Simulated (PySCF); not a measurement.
PySCF 2.14.0, PBE/def2-svp, df: Al(Me)(OH)(OSiH3) ([CH3][Al]([OH])[O][SiH3]), 12 atoms. The geometry is a generated start, not checked to be a minimum at this level.

| Property | Result |
|---|---|
| task | energy |
| method | pbe |
| basis | def2-svp |
| two-electron scheme | density fitting |
| mol.max_memory | 3000 MB |
| mf.max_cycle | 100 |
| mf.init_guess | minao (default) |
| mf.DIIS | CDIIS (default) |
| mf.conv_tol | 1e-09 (default) |
| mf.grids.level | 3 (default) |
| basis functions | 113 |
| grid points | 149304 |

```xyz
12

Al     0.2437     0.5834     0.6177
C      0.1021    -0.7346     2.1020
H     -0.0536    -1.7489     1.7402
H     -0.7300    -0.4788     2.7584
H      1.0018    -0.7192     2.7160
O      0.6182     2.1527     0.9388
H      0.8084     3.0597     1.1330
O     -0.0419     0.0656    -0.9626
Si    -0.4127    -0.4393    -2.4591
H      0.1932     0.4963    -3.4080
H     -1.8721    -0.4490    -2.5746
H      0.1432    -1.7880    -2.6017
```

One run each on 2 threads, 1 BLAS thread. Values of diis_space tried: 3, 5, 8 (default), 12, 20.

Problem. Predict the course of the Fock builds along this series.

Solution. Fewest Fock builds, within one of each other: 5 with 14, 8 (default) with 13, 12 with 13, 20 with 13. The count rises to 28 at 3. All converge to one solution.

```csv
diis_space,Fock builds,end
3,28,same solution
5,14,same solution
8 (default),13,same solution
12,13,same solution
20,13,same solution
```
